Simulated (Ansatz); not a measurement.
## A computed series for As: pressure series

Base system: As in the A7 type structure (space group R-3m, No. 166; layered).

```yaml
crystal:
  lattice:
    - [1.89173, 1.09219, 3.36977]
    - [-1.89173, 1.09219, 3.36977]
    - [0.00000, -2.18438, 3.36977]
  atoms:
    - { symbol: As, position: [0.23028, 0.23028, 0.23028] }
    - { symbol: As, position: [0.76972, 0.76972, 0.76972] }
```

Cell and atoms are relaxed at each pressure.

The values are results of DFT with PBE-D3(BJ), PAW potentials and a 420 eV plane-wave cutoff in Ansatz (a program for electronic structure), no SOC, not measurements.

Notes on the quantities. enthalpy: H = E + PV relative to the base's energy.

```tsv
change	c/a ratio	enthalpy	volume per atom
base	2.672	–	20.89 Å³
pressure −2 GPa	2.746	-0.27 eV/atom	21.86 Å³
pressure −1 GPa	2.703	-0.13 eV/atom	21.33 Å³
pressure 0.3 GPa	2.666	+0.04 eV/atom	20.77 Å³
pressure 0.7 GPa	?	+0.09 eV/atom	?
pressure 1.5 GPa	2.638	+0.19 eV/atom	20.34 Å³
pressure 3 GPa	2.613	+0.38 eV/atom	19.87 Å³
pressure 5 GPa	2.585	+0.63 eV/atom	19.33 Å³
pressure 7.5 GPa	2.558	+0.92 eV/atom	18.75 Å³
pressure 10 GPa	2.539	+1.21 eV/atom	18.28 Å³
```

Q: What belongs in the blanks?

A: 
- pressure 0.7 GPa, c/a ratio: 2.655
- pressure 0.7 GPa, volume per atom: 20.62 Å³

The mesh was chosen for an insulator and is coarse for the gapless case. Load acts through the strain it causes; cell and atoms are relaxed under it. Stability against distortions was not tested. Competing high-pressure phases were not computed.
